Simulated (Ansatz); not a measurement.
**KF: band gap against strain**

KF (rock salt, Fm-3m, 19.911 Å³/atom at rest, cube axes along x, y and z) under an equal strain ε along all three axes. PBE in Ansatz, a plane-wave DFT program (PAW, default set), 420 eV, 11×11×11 Γ-centred mesh, Fermi-Dirac smearing 0.05 eV; ions are relaxed within the symmetry of each cell. Gaps are the smallest over the k-mesh and a band path, without spin-orbit coupling; in all rows the valence edge lies at Γ and the conduction edge at Γ.

Here s stands for strain and Eg for gap.

```csv
strain (%),gap (eV)
-1.50,6.194
-1.00,6.115
-0.50,6.037
0.00,5.961
0.50,5.886
1.00,5.815
1.50,5.744
3.00,?
```

Taking a straight line for Eg over the 7 complete rows: Means: s 0, Eg 5.9646. About the means, the sum of products is -1.0505 and the sum of squares of s is 7.0000; the slope is their ratio. Least squares gives Eg = 5.9646 - 0.15007·s. Residuals (row less fit): 0.0043, 0.0003, -0.0026, -0.0036, -0.0036, 0.0005, 0.0045; standard error 0.0038 (degrees of freedom: 5). Over these rows the gap moves by -15 ± 0.1 eV per unit strain, or -5.0 eV per unit of ln V.

Problem. What does the fit predict for Eg at s = 3.00, and how far is the calculated value from it?

Solution. Eg = 5.9646 - 0.15007 × 3.0 = 5.5144 eV. The calculation gives 5.540 eV, 0.0256 eV above the prediction (3.9 % of the range of Eg in the table). The row lies outside the fitted rows, so this is an extrapolation. From the scatter of the fitted rows alone, a prediction at this place has a standard error of 0.0059 eV, so the miss is 4.3 times that.

One order more, fitted to all 13 runs of the series, follows each within 0.001, so the miss is the next term of a smooth law. Other structures, which can take over under pressure, weren't tried. Rows are the converged runs of the series near zero and its far end; series whose fitted rows scatter by over a few per cent of the range, as at a crossing or softening among them, aren't shown in this form. Most that stay on the fit to the last digits aren't either.
